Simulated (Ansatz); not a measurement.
## Pressure series in GaAs

Base system: GaAs in the zinc blende structure (space group F-43m, No. 216; a = 5.667 Å).

Cell and atoms are relaxed at each pressure.

Computed with r2SCAN (Ansatz, a first-principles code; PAW; 500 eV plane waves; no spin-orbit coupling).

Candidates:
(a) pressure 2.1 GPa
(b) pressure 22.5 GPa
(c) pressure 30 GPa
(d) pressure −2 GPa

Base values:

| Property | Value |
|---|---|
| Band gap | 0.96 eV |

### Question
Order them by band gap, highest first.

### Answer
(b) pressure 22.5 GPa (1.34 eV), (c) pressure 30 GPa (1.23 eV), (a) pressure 2.1 GPa (1.18 eV), (d) pressure −2 GPa (0.73 eV)

Load acts through the strain it causes; cell and atoms are relaxed under it. No phonon test of stability was made. Measured, GaAs leaves this structure (for a Cmcm phase) near 15 GPa (room temperature; as listed in arXiv:1906.07825).
